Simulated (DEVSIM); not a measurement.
Structure: W/AlN/p-Ge capacitor, at 400 K.

Layer 1 from the left is AlN, thickness (nm) 16.0. Layer 2 from the left is Ge, thickness (nm) 1200, Na (cm⁻³) 2.6e17.

Metal gate on the left, work function 4.6 eV. Fixed charge at the semiconductor interface 5.55e11 cm⁻² (in units of +e); no interface traps.

Constants are typed, rounded textbook-type inputs, not results; the design itself was drawn at random and stands for no fabricated device. Values at 300 K; Nc and Nv go as T^1.5, mobilities as T to minus their exponent, the gap by Varshni's rule with the affinity fixed.

AlN: gap (eV) 6.1, affinity (eV) 1.9, permittivity 8.5. Ge: gap (eV) 0.664, affinity (eV) 4, permittivity 16, Nc (cm⁻³) 1.04e19, Nv (cm⁻³) 6e18, Varshni α (eV/K) 0.000477, Varshni β (K) 235.

Model (solved in DEVSIM): 1D Poisson equation in equilibrium, Boltzmann statistics, complete ionisation; no quantum confinement or tunnelling. Metal contacts follow the ideal Schottky-Mott rule: no Fermi-level pinning, no interface dipoles.

Problem. What does the simulation give for the threshold voltage (band bending 2φF), the flat-band voltage, the minimum of the low-frequency capacitance?

Solution. threshold voltage (band bending 2φF) 0.71 V; flat-band voltage -0.09 V; minimum of the low-frequency capacitance 0.211 μF/cm².
